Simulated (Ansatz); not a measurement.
Results of r²SCAN (Ansatz, a first-principles code, plane waves, PAW) for ScSiCN (model structure, started from the AlSiCN type, P3m1, No. 156, 4 atoms in the cell).

Numerical settings: plane-wave cutoff 560 eV, 12×12×8 k mesh (along the axes of the cell as run), Fermi–Dirac smearing 0.01 eV, scalar-relativistic PAW data made under PBE.

Cell (relaxed with PBEsol):

```cif
data_CNScSi
_chemical_formula_sum 'Sc1 Si1 C1 N1'
_space_group_name_H-M_alt 'P 1'
_space_group_IT_number 1
_cell_length_a 3.29410
_cell_length_b 3.29410
_cell_length_c 5.16350
_cell_angle_alpha 90.000
_cell_angle_beta 90.000
_cell_angle_gamma 120.000
loop_
_space_group_symop_operation_xyz
  'x, y, z'
loop_
_atom_site_label
_atom_site_type_symbol
_atom_site_fract_x
_atom_site_fract_y
_atom_site_fract_z
_atom_site_occupancy
Sc1 Sc 0.33333 0.66667 0.52475 1
Si1 Si 0.66667 0.33333 0.99491 1
C1 C 0.33333 0.66667 0.08178 1
N1 N 0.66667 0.33333 0.64855 1
```

**Question.** What does this level give for the band gap, smallest direct gap on the k points sampled and direct gap at Γ?

**Answer.** 
* **band gap**: 2.26 eV (indirect)
* **smallest direct gap on the k points sampled**: 2.30 eV
* **direct gap at Γ**: 4.34 eV

Note: the relaxation could raise the start's symmetry but not lower it, so the cell can be a saddle point; cell and atoms aren't relaxed at this level (largest force component 0.23 eV/Å, pressure 1.7 GPa).

Computed values are for the static lattice.

The result took roughly 50 core-seconds.

A model structure was made by putting elements into a prototype or built by hand; it is no filed structure, need not be a known phase, and can be a saddle point held by its symmetry.
